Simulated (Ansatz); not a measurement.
System: WC (Fm-3m, No. 225, 2 atoms in the cell; start mp-13136; a measured phase of this formula has another space group). Method: r²SCAN in Ansatz (plane waves, PAW).

Excerpt of the program's output:

```
WARN output.stress: scf.convergence.dr2_threshold = 1e-7 eV (the SCF's general default) is looser than the 2e-10 eV advised for a printed stress (1e-10 eV for …
Relaxation: its limit of steps is 80 (relax.max_steps)
Crystal: 2 atoms, lattice volume = 20.383 Å³
Basis set: ecut = 560 eV, 609 PW (Γ), exchange–correlation on 72×72×72 points (27 copies of the dense FFT grid, shifted against one another)
Bands: 13, of which v1, the nominal top of the filled ones, is band 9 counted from 1 (8 counted from 0)
Symmetry: 48 space group operations
Space group: Fm-3m (ITA 225), of the structure as read, at distance tolerance 2.7e-5 Å
k-points: 328 of 10648
Initial density: superposition of atomic densities (chi_scale 0.1, normalization cell, long waves kept (reshape's long-wave potential 0.00 eV rms))
Functional: x = r2scan, c = r2scan; τ floored in thin density (d = 2e-4 eV/Å³)
SCF iter   1: F=—  HF=-10650.503169 eV  |F-HF|=—  |Δ(HF+E_count)|=         —  Δρ=1.40e-1  dr2=5.48e0  dr2_τ=6.36e-1
SCF iter   2: F=—  HF=-10649.315203 eV  |F-HF|=—  |Δ(HF+E_count)|=    1.19e0  Δρ=4.47e-2  dr2=4.74e-1  dr2_τ=1.36e-1
  ...
SCF 1 converged in 7 iterations: F = -10649.283717 eV  dr2 = 7.82e-8
relax step   1: F+E_penalty+E_count = -10649.28371705 eV  Δ(F+E_penalty+E_count) = +0.000e0 eV  max|allowed force component| = 5.818e-30 eV/Å  Δτ_max = 0.0000 Å  (7 SCF iters, accepted)
Crystal: 2 atoms, lattice volume = 20.383 Å³
Bands: 17, of which v1, the nominal top of the filled ones, is band 9 counted from 1 (8 counted from 0)
Initial density: handed on by an earlier stage of this run
SCF iter   1: F=—  HF=-10649.283717 eV  |F-HF|=—  |Δ(HF+E_count)|=         —  Δρ=2.19e-5  dr2=7.82e-8  dr2_τ=3.17e-9
SCF iter   2: F=-10649.283717 eV  HF=-10649.283717 eV  |F-HF|=3.18e-9  |Δ(HF+E_count)|=   1.40e-8  Δρ=1.27e-5  dr2=2.08e-8  dr2_τ=5.13e-9
SCF 2 converged in 2 iterations: F = -10649.283717 eV  dr2 = 2.08e-8
SCF converged after 2 iterations
Free energy (F): -10649.283717 eV
Internal energy: -10649.275509 eV  (E = F + TS)
E sigma→0 (E₀):  -10649.279613 eV
Fermi energy:    22.479519 eV
--- Forces (eV/Å), atoms counted from 1 ---
  atom   1  W      0.00000000    -0.00000000     0.00000000
  atom   2  C      0.00000000    -0.00000000    -0.00000000
--- Stress (GPa, compression-positive) ---
        8.061744       0.000000       0.000000
        0.000000       8.061744      -0.000000
       -0.000000       0.000000       8.061744
  P = ⅓ Tr σ = 8.0617 GPa (80.617 kbar)
```

**Question.** Write an input file that could have produced this run (the log leaves some choices open).

**Answer.** This is not unique; one that fits is 
Ansatz 0.2 input:
```yaml
crystal:
  lattice:
    - [0.0, 2.1680950707, 2.1680950707]
    - [2.1680950707, 0.0, 2.1680950707]
    - [2.1680950707, 2.1680950707, 0.0]
  atoms:
    - { symbol: W, position: [0.0, 0.0, 0.0] }
    - { symbol: C, position: [0.5, 0.5, 0.5] }
basis:
  ecutwfc: 560
  ecutrho_ratio: 4
  xc_grid: 3
kpoints:
  mp_grid: { grid: [22, 22, 22] }
hamiltonian:
  xc: r2scan
  dispersion: none
  pseudopotentials: { azcp: { folder: ./paw }, kind: paw }
scf:
  occupations: { method: fermi_dirac, width: 0.05 }
output:
  forces: true
  stress: true
  eigenvalues: true
relax:
  f_tol: 0.004
  escape_saddle: false
  max_steps: 80
```

The cell is one volume of an energy–volume scan, off the minimum.

The PAW data were made under PBE.

Note: the run has no spin polarisation, so it can have missed a magnetic state. Note: the relaxation could not lower the start's symmetry, so the cell can be a saddle point above a distorted one.

It cost roughly 16 core-seconds of CPU time.

A start named mp-… is a Materials Project structure, which need not be a measured phase.

Ansatz is a quantum-chemistry and plane-wave program.
